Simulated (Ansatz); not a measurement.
Gap of wurtzite InAs, (0001) cell (InAs held in this type, which need not be the stable form), on one geometry relaxed at PBE.

Values marked by level come from r2SCAN (plane waves to 500 eV, PAW; Ansatz, a quantum-chemistry and plane-wave program); HSE06 (plane waves to 420 eV, PAW; Ansatz). Geometries and values that name no level are of the first. Spin–orbit coupling is left out. Its k-point mesh 9×9×5, Fermi–Dirac width 0.01 eV. HSE06 ran on meshes of its own (6×6×3); its edges and gaps are taken over the mesh and over extra points off it, mostly where PBE has its edges.

```csv
level,gap (eV)
r2SCAN,?
HSE06,0.17
```

### Question
Complete the blanks.

### Answer

- r2SCAN, gap (eV): 0.00
